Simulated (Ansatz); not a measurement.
Cu2Sb (P4/nmm), PBEsol, DFPT electron-phonon coupling, linearised Boltzmann equation in Ansatz (a program for electronic structure). Phonon-limited resistivity 10.7 μΩ·cm at 300 K along z (a = (3.96, 0.00, 0.00) Å; b = (0.00, 3.96, 0.00) Å; c = (0.00, 0.00, 6.02) Å), 14.4 μΩ·cm at 400 K, current-weighted mean free path 12.9 nm.

Task: What temperature coefficient of resistance follows, and how does it compare with 1/T?

Result: (ρ₄₀₀ − ρ₃₀₀)/(100 K × ρ₃₀₀) = 3.46×10⁻³ K⁻¹, against 1/T = 3.33×10⁻³ K⁻¹ for a resistivity proportional to T. It lies higher because phonons are still being populated at 300 K; impurities would add a constant and lower it.

Task: What is the classical skin depth at 1 GHz (nonmagnetic, μ₀ = 1.257×10⁻⁶ H/m)?

Result: δ = √(ρ/(π f μ₀)) = 5210 nm.

Task: Estimate the electronic thermal conductivity at 300 K by the Wiedemann-Franz law (L₀ = 2.44×10⁻⁸ W·Ω/K²).

Result: L₀T/ρ = 2.44×10⁻⁸ × 300/(10.7×10⁻⁸) = 68.4 W/(m·K). Inelastic scattering puts the true Lorenz number somewhat under L₀ near and below the Debye temperature.

A metal at this level (no band gap). Only scattering by harmonic phonons is included (no impurities, grain boundaries, electron-electron scattering or thermal expansion). Spin-orbit coupling is left out. Halving the electron mesh (20x20x16) moves the resistivity by up to 9 % at 300 K, the mean free path by up to 5 %. Smearing 0.20 eV; phonons on a 4x4x3 q mesh, which this run doesn't test.

Formula and space group known from diffraction (Crystallography Open Database), not checked to be the room-temperature form: Cu2Sb (P4/nmm).
